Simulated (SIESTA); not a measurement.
Relaxation of the atoms of Mg6ZrCu (Amm2, 8 atoms in the cell) at several settings

```yaml
crystal:
  lattice:
    - [4.93340, 0.00000, 0.00000]
    - [0.00000, 3.06223, 5.63022]
    - [0.00000, -3.06223, 5.63022]
  atoms:
    - { symbol: Mg, position: [0.00000, 0.32935, 0.82065] }
    - { symbol: Mg, position: [0.00000, 0.82065, 0.32935] }
    - { symbol: Mg, position: [0.00000, 0.33322, 0.33322] }
    - { symbol: Mg, position: [0.50000, 0.16512, 0.67632] }
    - { symbol: Mg, position: [0.50000, 0.67632, 0.16512] }
    - { symbol: Mg, position: [0.50000, 0.17625, 0.17625] }
    - { symbol: Zr, position: [0.00000, 0.81365, 0.81365] }
    - { symbol: Cu, position: [0.50000, 0.68544, 0.68544] }
```

Base: GGA PBEsol, numerical atomic orbitals TZP, PseudoDojo PBEsol standard norm-conserving potentials (rewritten from UPF to PSML) run with SIESTA 5.4.2. Its settings: XC.functional = GGA; XC.authors = PBEsol; potentials = PseudoDojo PBEsol standard; PAO.BasisSize = TZP; PAO.EnergyShift = 0.01 Ry; MeshCutoff = 400 Ry; kgrid.MonkhorstPack = 5 4 4; OccupationFunction = FD; ElectronicTemperature = 50 meV; MaxSCFIterations = 150; SCF.Mixer.Method = Pulay; SCF.Mixer.Weight = 0.2; SCF.Mixer.History = 6; SCF.DM.Tolerance = 1.0E-05. Starting volume 21.26 Å³ per atom.

Each line gives the change from the base single point and the result:

- MD.TypeOfRun: default → Broyden; MD.Steps: default → 40; MD.MaxForceTol: default → 0.02 eV/Ang: pressure -1.88 GPa; largest force (vector length) 0.018 eV/Å; relaxation steps 8; free energy against the base single point -1.7 meV/atom.
- atoms moved at random; SCF.DM.Tolerance: 1.0E-05 → default; SCF.DM.Converge: default → false; SCF.H.Converge: default → false; SCF.FreeE.Converge: default → true; SCF.FreeE.Tolerance: default → 1.0E-03 eV; MD.TypeOfRun: default → Broyden; MD.Steps: default → 40; MD.MaxForceTol: default → 0.03 eV/Ang: pressure -1.89 GPa; largest force (vector length) 0.031 eV/Å; relaxation steps 10; free energy against the base single point -1.7 meV/atom.
- atoms moved at random; MD.TypeOfRun: default → Broyden; MD.Steps: default → 40; MD.MaxForceTol: default → 0.005 eV/Ang: pressure -1.89 GPa; largest force (vector length) 0.005 eV/Å; relaxation steps 16; free energy against the base single point -1.7 meV/atom.

The starting cell comes from a database of computed structures (which also holds hypothetical and non-ambient phases and stackings), without a prior relaxation at this level. Its lattice was rescaled by a random factor within 2.5 % of one. Spin polarisation is off. Values carry the incompleteness of an atom-centred basis.
